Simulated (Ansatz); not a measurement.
**C: pressure series**

Consider C in the graphite type structure (space group P6_3/mmc, No. 194; a = 2.465 Å, c = 6.730 Å; layered, stacked along the Cartesian z axis).

Cell and atoms are relaxed at each pressure.

All numbers come from PBE-D3(BJ), PAW, 420 eV (Ansatz, an electronic-structure program; without spin-orbit coupling).

Notes on the quantities. enthalpy: H = E + PV relative to the base's energy.

| case | enthalpy | volume per atom | c/a ratio |
|---|---|---|---|
| base | – | 8.85 Å³ | 2.730 |
| pressure −1 GPa | -0.06 eV/atom | 9.22 Å³ | 2.835 |
| pressure 0.3 GPa | +0.02 eV/atom | 8.78 Å³ | 2.709 |
| pressure 0.7 GPa | +0.04 eV/atom | 8.68 Å³ | 2.682 |
| pressure 1.5 GPa | +0.08 eV/atom | 8.52 Å³ | 2.637 |
| pressure 3 GPa | +0.16 eV/atom | 8.29 Å³ | 2.574 |
| pressure 5 GPa | +0.26 eV/atom | 8.06 Å³ | 2.512 |
| pressure 7.5 GPa | +0.39 eV/atom | 7.83 Å³ | 2.453 |
| pressure 10 GPa | +0.51 eV/atom | 7.65 Å³ | 2.407 |

A case with no gap was solved on a k-mesh chosen for an insulator, which is coarse for it. Load acts through the strain it causes; cell and atoms are relaxed under it. Stability against distortions was not tested. Competing high-pressure phases were not computed.
